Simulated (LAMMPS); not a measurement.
MD of Al (fcc) with 25 % of Al sites Cu at zero pressure over temperature, 4000 atoms; each row names its start.

Model: classical MD, pair style eam/alloy, file AlCu.eam.alloy; code LAMMPS.

| T (K), start | state | volume | enthalpy | first peak of g(r), Al-Cu | coordination number of Al by Cu | D(Al) | D(Cu) |
|---|---|---|---|---|---|---|---|
| 300, crystal | crystal; no diffusion seen in 30 ps | 15.4249 ± 0.0004 Å³/atom | -3.4254 ± 0.0001 eV/atom | 2.75 Å, height 6.0 | 3.03 (counted to 3.34 Å) | - | - |
| 730, crystal | crystal; no diffusion seen in 30 ps | 16.0179 ± 0.0008 Å³/atom | -3.3017 ± 0.0002 eV/atom | 2.74 Å, height 3.8 | 3.03 (counted to 3.46 Å) | - | - |
| 990, melt | liquid | 17.283 ± 0.001 Å³/atom | -3.1454 ± 0.0002 eV/atom | 2.65 Å, height 3.1 | 3.47 (counted to 3.82 Å) | (4.5 ± 0.1) × 10^-5 cm²/s | (4.2 ± 0.1) × 10^-5 cm²/s |
| 1190, melt | liquid | 17.793 ± 0.002 Å³/atom | -3.0758 ± 0.0002 eV/atom | 2.65 Å, height 2.8 | 3.32 (counted to 3.78 Å) | (7.50 ± 0.05) × 10^-5 cm²/s | (6.9 ± 0.3) × 10^-5 cm²/s |
| 1450, melt | liquid | 18.508 ± 0.001 Å³/atom | -2.9867 ± 0.0002 eV/atom | 2.63 Å, height 2.5 | 3.19 (counted to 3.78 Å) | (1.29 ± 0.01) × 10^-4 cm²/s | (1.25 ± 0.04) × 10^-4 cm²/s |

Caution (rows 300, crystal; 730, crystal): the random arrangement on this lattice is imposed, and need not be a phase that exists in equilibrium.

Caution (rows 730, crystal; 990, melt; 1190, melt; 1450, melt): a run this short can hold a crystal over, or a liquid under, the potential's own melting point, which these runs don't give.

States go by the mean squared displacement: a species diffuses where it passes 1.5 Å², still rises and gives D over 1e-6 cm²/s; a crystal has left its structure where atoms lie 0.35 Å off their sites on average or a cubic box changes its shape by 3 %, or the axial ratios of another lie 8 % off the starting cell's, which the potential's own relaxation can also do.

Errors of D are the spread over four groups of atoms in one short run; a floor of about 5 %, a picked value, is safer.

Uncertainties are statistical and leave out the potential's own error.
